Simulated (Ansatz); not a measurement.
Competing hops of Au-vacancy pair in fcc Al, neutral cell

Defect: Au-vacancy pair (Au on one host Al site, one Al site vacant) in fcc Al, neutral cell. Computed with PBE, PAW (plane waves to 420 eV; Ansatz, a first-principles code).

Settings: 32 host sites, the relaxed PBE lattice, a 3×3×3 k-point mesh shifted by half a step, smearing 0.10 eV, spin-restricted, no image-charge correction. Energies are static. Spin-orbit coupling is left out. Forms of the defect that were not tried may lie lower.

Barriers: single points on a 5×5×5 k-point mesh shifted by half a step at the bands' geometries.

| Route | Start site over the lowest site run (eV) | Hop (Å) | Forward barrier (eV) | Backward barrier (eV) | Neighbours at the start | Neighbours at the saddle | Saddle order | Forward, on the band's own sampling (eV) |
|---|---|---|---|---|---|---|---|---|
| the Au atom itself jumps into the vacancy (Au-vacancy distance between ideal sites 2.86 Å throughout) | 0.00 | 2.71 | 0.44 | 0.44 | 4 Al at 2.80, 2 Al at 2.87, 4 Al at 2.90, Al at 2.95 Å | 2 Al at 2.57, 2 Al at 2.59, Al at 3.07, Al at 3.08, Al at 3.18, Al at 3.19 Å | not checked, on a symmetry element | 0.42 |

Paths come from nudged elastic bands with a climbing image.  A band can be held on a symmetry element, so unchecked saddle points there may be too high.
